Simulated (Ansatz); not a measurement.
The starting structures come from a database of crystals and need not be the phases stable at ambient conditions.

By PBEsol, the system below comes out a metal.

A figure of merit of an interconnect metal is its ballistic conductance per area.

Given:

```
Ti2CGe
1.0
    3.08729     0.00000     0.00000
   -1.54364     2.67367     0.00000
    0.00000     0.00000    12.91561
Ti Ge C
4 2 2
Direct
  0.66667   0.33333   0.58934
  0.33333   0.66667   0.41066
  0.33333   0.66667   0.08934
  0.66667   0.33333   0.91066
  0.66667   0.33333   0.25000
  0.33333   0.66667   0.75000
  0.00000   0.00000   0.50000
  0.00000   0.00000   0.00000
```

Space group of this cell: P6_3/mmc. The cell is taken as given; by PBEsol its mean pressure is -4.3 GPa.

The current flows along the normal of the first two printed cell vectors, the (001) plane of the conventional cell. No spin-orbit coupling; the value is a mean over 0.1 eV about the Fermi level.

### Question
Compute, with PBEsol (Ansatz, a first-principles code), the ballistic conductance per area.

### Answer
0.48 × 10¹⁵ S/m² for both spins.
